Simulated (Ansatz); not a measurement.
LaN (model structure, started from the zincblende type, F-43m, No. 216, 2 atoms in the cell): properties by level of theory

```
level (code)           lattice constant a (Å)  band gap (eV)
---------------------  ----------------------  -------------
LDA (Ansatz)                            5.505           1.02
PBEsol (Ansatz)                         5.546           1.07
r²SCAN (Ansatz)                         5.605           1.51
r²SCAN+rVV10 (Ansatz)                   5.586           1.45
```

Computed values are for a static lattice. Levels without +SOC have no spin–orbit coupling; where heavier elements are present it shifts gaps, mostly down, and can invert bands.  Each level is taken at its own relaxed cell. Cutoffs differ between the levels. Ansatz's density-functional and Hartree–Fock values are scalar-relativistic unless marked +SOC, with PAW data made under PBE.

Ansatz's density-functional and Hartree–Fock values are scalar-relativistic unless marked +SOC, with PAW data made under PBE.

The computed numbers hold no vibrational or temperature effects.

A model structure was made by putting elements into a prototype or built by hand; it is no filed structure, need not be a known phase, and can be a saddle point held by its symmetry.

Ansatz is a program for electronic structure.
